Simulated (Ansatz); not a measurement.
A computed series for V3O5: response to strain

The parent structure is V$_{3}$O$_{5}$ (space group C2/c, No. 15; ferromagnetic).

```
V3O5
1.0
    4.98035    -2.45345     0.00000
    4.98035     2.45345     0.00000
   -2.65998     0.00000     6.49669
V O
6 10
Direct
  0.12128   0.13384   0.71786
  0.87872   0.86616   0.28214
  0.86616   0.87872   0.78214
  0.13384   0.12128   0.21786
  0.50000   0.50000   0.50000
  0.50000   0.50000   0.00000
  0.84370   0.54194   0.66192
  0.15630   0.45806   0.33808
  0.45806   0.15630   0.83808
  0.54194   0.84370   0.16192
  0.07504   0.75974   0.05522
  0.92496   0.24026   0.94478
  0.24026   0.92496   0.44478
  0.75974   0.07504   0.55522
  0.30744   0.69256   0.75000
  0.69256   0.30744   0.25000
```

Cartesian axes are those of the cell as printed.

Strains are applied to the cell and any free atomic positions relax; under biaxial strain the out-of-plane vector relaxes too.

All numbers come from DFT with PBEsol, PAW potentials and a 420 eV plane-wave cutoff in Ansatz (a first-principles code), without spin-orbit coupling.

```csv
change,volume per atom,largest site moment
base,9.92 Å³,1.32 μB
"biaxial strain +1.99 %, plane normal [001], relaxed out of plane",10.12 Å³,1.37 μB
uniaxial strain ε_yy = +0.27 %,9.95 Å³,1.33 μB
uniaxial strain ε_yy = +1.71 %,10.09 Å³,1.37 μB
```

Other magnetic orders, which the real material may have, were not ruled out. Whether these cells are dynamically stable was not tested. No Hubbard U is applied, and correlation can decide whether such a compound is a metal.
